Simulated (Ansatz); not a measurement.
Given:

Host crystal: corundum, with a band gap (PBE, scalar-relativistic without spin-orbit coupling).

End structure of W on the 1x1 (0001) surface of corundum (cut with top plane Al), one in a 1x1 cell, started at the site 'over Al at depth 1.2 Å':

```
CELL_PARAMETERS angstrom
      4.80875     0.00000     0.00000
     -2.40438     4.16450     0.00000
      0.00000     0.00000    27.50000
ATOMIC_POSITIONS crystal
  Al 0.66667 0.33333 0.37743
  O  0.65631 0.68187 0.38078
  O  0.31813 0.97443 0.38078
  O  0.02557 0.34369 0.38078
  Al 0.00000 0.00000 0.41229
  Al 0.33333 0.66667 0.42276
  O  0.31288 0.31024 0.45957
  O  0.99736 0.68712 0.45957
  O  0.68976 0.00264 0.45957
  Al 0.66667 0.33333 0.49210
  Al 0.00000 0.00000 0.50840
  O  0.97219 0.33128 0.53986
  O  0.66872 0.64091 0.53986
  O  0.35909 0.02781 0.53986
  Al 0.33333 0.66667 0.57066
  Al 0.66667 0.33333 0.58873
  O  0.63822 0.97311 0.61906
  O  0.33489 0.36178 0.61906
  O  0.02689 0.66511 0.61906
  Al 0.00000 0.00000 0.65435
  W  0.33333 0.66667 0.67635
```

Set-up: 21 atoms, 6.7 Å thick at the start under the adsorbate (thin: gaps and levels are the slab's own); mesh 6x6x1; 0.01 eV smearing; dipole correction on; 9 atoms held, the rest relaxed; start symmetry kept, larger cells not searched; spin-polarised, ending with about 2.1 μB a cell, a value that depends on the mesh; orders that need a larger cell were not tried, no spin-orbit, no U, no dispersion correction. The slab shows no gap over 0.04 eV on its mesh. At the end it is bonded to 4 Al + 3 O. In PBE it is, or lies within 0.03 eV of, the lowest of the starts that converged.

A negative adsorption energy means that the adsorbate is more stable on the surface than in its reference.

Question: Estimate the work function of the top face that Ansatz (a first-principles code) with PBE returns for this input.

Answer: 4.30 eV

Question: What change of the step from the bottom to the top vacuum level, against the clean slab does PBE give?

Answer: 1.12 eV

Question: Estimate the adsorption energy against an atom of bcc W that PBE returns for this input.

Answer: 6.08 eV
